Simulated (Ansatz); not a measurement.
Consider Cd in the hcp (Mg type) structure (space group P6_3/mmc, No. 194; relaxed with 0.1 eV smearing).

```xyz
2
Lattice="3.0294 0.0000 0.0000 -1.5147 2.6236 0.0000 0.0000 0.0000 5.7589" Properties=species:S:1:pos:R:3 pbc="T T T"
Cd     1.5147     0.8745     4.3192
Cd     0.0000     1.7490     1.4397
```

Computed with PBE/PAW in Ansatz (an electronic-structure program), no spin-orbit coupling.

Strains are applied to the cell and any free atomic positions relax.

One change was made to it. Results:

The energy goes up by 0.7 meV/atom; the pressure (mean of the normal stresses, compression positive) goes from zero to 0.7 GPa.

Problem. Which of these changes matches the shifts?
A) isotropic strain −0.50 %
B) isotropic strain −3.00 %
C) isotropic strain +2.50 %
D) isotropic strain −1.50 %

Solution. A, isotropic strain −0.50 %. For comparison, the energy relative to the base in the other runs: isotropic strain −1.50 % gives +6.9 meV/atom; isotropic strain −3.00 % gives +30 meV/atom; isotropic strain +2.50 % gives +15 meV/atom.

No phonon test of stability was made.
